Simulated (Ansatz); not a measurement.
The starting structures come from a database of crystals and need not be the phases stable at ambient conditions.

 Where the default PAW files enter, the runs use the earlier of Ansatz's two default sets.

```yaml
crystal:
  lattice:
    - [3.13289, 0.00000, 0.00000]
    - [0.00000, 6.65096, 0.00000]
    - [0.00000, 3.32548, 3.32548]
  atoms:
    - { symbol: Zn, position: [0.50000, 0.50000, 0.00000] }
    - { symbol: Zn, position: [0.00000, 0.00000, 0.00000] }
    - { symbol: F, position: [0.00000, 0.30314, 0.39372] }
    - { symbol: F, position: [0.00000, 0.69686, 0.60628] }
    - { symbol: F, position: [0.50000, 0.19686, 0.00000] }
    - { symbol: F, position: [0.50000, 0.80314, 0.00000] }
```

Space group of this cell: P4_2/mnm, rutile. The cell is taken as given.

Transport runs along the normal of the first two printed cell vectors, the (110) plane of the conventional cell.

The gap is the functional's own, uncorrected, and κ follows it; spin-orbit coupling is left out. Mid-gap values are interpolated between the computed energies.

Estimate the band gap and the smallest decay constant κ at mid-gap that r2SCAN run with Ansatz (an electronic-structure program) returns for this system.

Gap 4.27 eV on a 10×10×10 mesh; κ = 0.448 1/Å, at the zone centre.
